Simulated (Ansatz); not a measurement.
Fluorite PbF₂ (high-temperature phase), treated with r²SCAN (plane waves, PAW; Ansatz, a quantum-chemistry and plane-wave program).

Numerical settings: plane-wave cutoff 560 eV, 10×10×10 k mesh, Fermi–Dirac smearing 0.01 eV, scalar-relativistic PAW data made under PBE.

Energies at three volumes about the minimum:

```tsv
V (Å³/atom)	E − E_lowest (meV/atom)
16.950	1.73
17.296	0.00
17.642	1.61
```

Task: Fit a parabola by hand: where is the minimum, what lattice constant follows, and what is the bulk modulus?

Result: Slopes: (0.00 − 1.73)/(17.296 − 16.950) = -5.000 and (1.61 − 0.00)/(17.642 − 17.296) = 4.653 meV/Å³. Curvature E″ = 2 × (4.653 − (-5.000))/(17.642 − 16.950) = 27.899 meV/Å⁶. From the middle of the first interval, the slope vanishes at V0 = 17.1230 − (-5.000)/27.899 = 17.302 Å³/atom. B = V0 E″ = 17.302 × 27.899 meV/Å³ × 0.1602 GPa per meV/Å³ = 77.3 GPa. With 12 atoms in the cube, a = (12 × 17.302)^(1/3) = 5.921 Å. The full Birch–Murnaghan fit to all volumes gives V0 = 17.296 Å³/atom and B0 = 77.2 GPa.

Measured, for comparison: bulk modulus 64 GPa, lattice constant a 5.94 Å (temperature not stated, no zero-point or thermal correction; as tabulated in Cadelano and Cappellini (2011), arXiv:1107.5962). Computed less measured: bulk modulus +21 %.
